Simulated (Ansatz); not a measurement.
**Input and output of a self-consistent single point for InSe (P-6m2, 8 atoms in the cell) (Ansatz, a quantum-chemistry and plane-wave program)**

Level of theory: LDA (PW92), default PAW files made with PBE (plane waves; Ansatz).

Input:

Ansatz 0.2 input:
```yaml
# InSe
crystal:
  lattice:
    - [4.06756700, 0.00000000, 0.00000000]
    - [-2.03378300, 3.52261600, 0.00000000]
    - [0.00000000, 0.00000000, 18.14232000]
  atoms:
    - { symbol: In, position: [0.00000000, 0.00000000, 0.57739000] }
    - { symbol: In, position: [0.00000000, 0.00000000, 0.42261000] }
    - { symbol: In, position: [0.33333300, 0.66666700, 0.92261000] }
    - { symbol: In, position: [0.33333300, 0.66666700, 0.07739000] }
    - { symbol: Se, position: [0.66666700, 0.33333300, 0.85300000] }
    - { symbol: Se, position: [0.66666700, 0.33333300, 0.14700000] }
    - { symbol: Se, position: [0.33333300, 0.66666700, 0.64702000] }
    - { symbol: Se, position: [0.33333300, 0.66666700, 0.35298000] }
basis:
  ecutwfc: 420.0
kpoints:
  mp_grid: { grid: [6, 6, 1] }
hamiltonian:
  xc: lda
  pseudopotentials: { kind: paw }
scf:
  occupations: { method: fixed }
output:
  forces: true
  eigenvalues: true
  stress: true
```

The program printed (abridged):

```
WARN the atoms were moved onto the symmetric positions of the space group found under crystal.symmetry.tolerance 1.0e-5 (fractional …
WARN ansatz: RAYON_NUM_THREADS=1 ignored (pool sized by the plan → 1); use --threads N
Pseudopotentials: kind: paw
Pseudopotential: In, paw, valence charge 13
Pseudopotential: Se, paw, valence charge 16
Crystal: 8 atoms, lattice volume = 259.952 Å³
Basis set: ecut = 420 eV, 5077 PW (Γ)
Bands: 70, of which v1, the nominal top of the filled ones, is band 58 counted from 1 (57 counted from 0)
Symmetry: 12 space group operations
Space group: P-6m2 (ITA 187), of the structure as read, at distance tolerance 6.4e-5 Å
k-points: 7 of 36 (time reversal used)
PAW frozen core: In, regenerated for the run's functional, and the local potential with it
PAW frozen core: Se, regenerated for the run's functional, and the local potential with it
Initial density: superposition of atomic densities (neutral atoms: chi_scale 0, normalization atom), corrected by the library's trained network
Initial wavefunctions: pseudopotential atomic-orbital guess
Eigensolver: davidson
Functional: x = slater, c = lda
SCF iter   1: F=—  HF=-43365.225439 eV  |F-HF|=—  |Δ(HF+E_count)|=         —  Δρ=6.50e-3  dr2=1.05e-1  ethr=1.77e-3  ⟨swp⟩=4.7  Hψ=1651  notcnv=0  defer=69
all-band conjugate gradients solve this SCF's bands
preconditioner: auto → Resta (q_TF=auto, 2.385 Å⁻¹)
SCF iter   2: F=—  HF=-43365.198248 eV  |F-HF|=—  |Δ(HF+E_count)|=   2.72e-2  Δρ=2.68e-3  dr2=1.10e-2  ethr=9.04e-5  ⟨swp⟩=3.1  Hψ=849  notcnv=0  defer=70
SCF iter   3: F=—  HF=-43365.196032 eV  |F-HF|=—  |Δ(HF+E_count)|=   2.22e-3  Δρ=8.82e-4  dr2=1.91e-3  ethr=9.50e-6  ⟨swp⟩=2.0  Hψ=718  notcnv=0  defer=70
SCF iter   4: F=—  HF=-43365.195801 eV  |F-HF|=—  |Δ(HF+E_count)|=   2.32e-4  Δρ=2.56e-4  dr2=1.90e-4  ethr=1.64e-6  ⟨swp⟩=2.0  Hψ=538  notcnv=0  defer=69
SCF iter   5: F=—  HF=-43365.195812 eV  |F-HF|=—  |Δ(HF+E_count)|=   1.14e-5  Δρ=5.43e-5  dr2=9.79e-6  ethr=1.64e-7  ⟨swp⟩=2.0  Hψ=507  notcnv=0  defer=52
SCF iter   6: F=—  HF=-43365.195794 eV  |F-HF|=—  |Δ(HF+E_count)|=   1.82e-5  Δρ=1.16e-5  dr2=6.36e-7  ethr=8.44e-9  ⟨swp⟩=3.0  Hψ=844  notcnv=0  defer=52
SCF iter   7: F=-43365.195794 eV  HF=-43365.195794 eV  |F-HF|=3.39e-8  |Δ(HF+E_count)|=   1.74e-7  Δρ=3.75e-6  dr2=5.22e-8  ethr=8.62e-11  ⟨swp⟩=11.6  Hψ=2505  notcnv=0
SCF 1 converged in 7 iterations: F = -43365.195794 eV  dr2 = 5.22e-8
SCF converged after 7 iterations
Free energy (F): -43365.195794 eV
Harris-Foulkes:  -43365.195794 eV  (|F-HF|=3.39e-8)
Internal energy: -43365.195794 eV  (E = F + TS)
E sigma→0 (E₀):  -43365.195794 eV
Fermi energy:    5.445157 eV
--- Per-component energies (eV) ---
  E_band       = -2007.760910
  E_kinetic    = 1446.448873
  E_local      = -17094.786319  (includes V_loc(G=0)·N_el)
  E_nonlocal   = -875.509434
  E_hartree    = 7835.321295
  E_xc         = -1264.595217
  E_vxc        = -793.376313  (∫ρ·V_xc dr)
  E_paw        = -23370.573772  (= ΣΔE_a)
  E_vpaw       = -361.188314  (= ΣTr[D̂ρ^β])
  E_aug_tail   = -0.002365  (compensation charges beyond the density's cutoff)
  E_ewald      = -10051.506450
  E_core_change = 10.007595  (= ΣΔE_core)
  E_smearing   = -0.000000  (= −TS)
  E_closure    = -0.000000  (closes the sum)
  Σ components = -43365.195794   (vs F -43365.195794, Δ=0.00e0)
--- Forces (eV/Å), atoms counted from 1 ---
  atom   1  In     0.00000000    -0.00000000     0.02566942
  atom   2  In     0.00000000    -0.00000000    -0.02566942
  atom   3  In     0.00000000     0.00000000    -0.02310846
  atom   4  In     0.00000000     0.00000000     0.02310846
  atom   5  Se     0.00000000     0.00000000     0.26181852
  atom   6  Se     0.00000000     0.00000000    -0.26181852
  atom   7  Se     0.00000000     0.00000000    -0.26189390
  atom   8  Se     0.00000000     0.00000000     0.26189390
  max |Σ_I F_I| component: 5.09e-17 eV/Å
--- Stress (GPa, compression-positive) ---
       -2.920674       0.000000       0.000000
        0.000000      -2.920674       0.000000
        0.000000       0.000000      -2.639571
  P = ⅓ Tr σ = -2.8270 GPa (-28.270 kbar)
  The stress holds the Pulay correction. Without it, at fixed plane waves, as pw.x and ABINIT print it: P = -2.8499 GPa
--- Band table (eV; the first three rows and the last of 7) ---
  k-point 0: bands = ["-41.9153", "-41.9153", "-41.9153", "-41.9153", "-41.9096", "-41.9096", "-41.9096", "-41.9096", "-41.8815", "-41.8815", "-41.8815", "-41.8815", "-41.8756", "-41.8756", "-41.8756", "-41.8756", "-41.8692", "-41.8692", "-41.8633", [...]
  k-point 1: bands = ["-41.9153", "-41.9153", "-41.9153", "-41.9153", "-41.9096", "-41.9096", "-41.9096", "-41.9096", "-41.8815", "-41.8815", "-41.8815", "-41.8815", "-41.8756", "-41.8756", "-41.8756", "-41.8756", "-41.8692", "-41.8692", "-41.8632", [...]
  k-point 2: bands = ["-41.9153", "-41.9153", "-41.9151", "-41.9151", "-41.9096", "-41.9096", "-41.9095", "-41.9095", "-41.8815", "-41.8815", "-41.8815", "-41.8815", "-41.8756", "-41.8756", "-41.8756", "-41.8756", "-41.8691", "-41.8691", "-41.8632", [...]
  k-point 6: bands = ["-41.9152", "-41.9152", "-41.9152", "-41.9152", "-41.9095", "-41.9095", "-41.9095", "-41.9095", "-41.8815", "-41.8815", "-41.8815", "-41.8815", "-41.8756", "-41.8756", "-41.8756", "-41.8756", "-41.8691", "-41.8691", "-41.8631", [...]
```

The run converged in 7 iterations.

The starting cell comes from a database of computed structures (which also holds hypothetical and non-ambient phases and stackings), without a prior relaxation at this level. Its lattice was rescaled by up to half a per cent. Ansatz's pressure includes its estimate of the finite-basis (Pulay) stress.
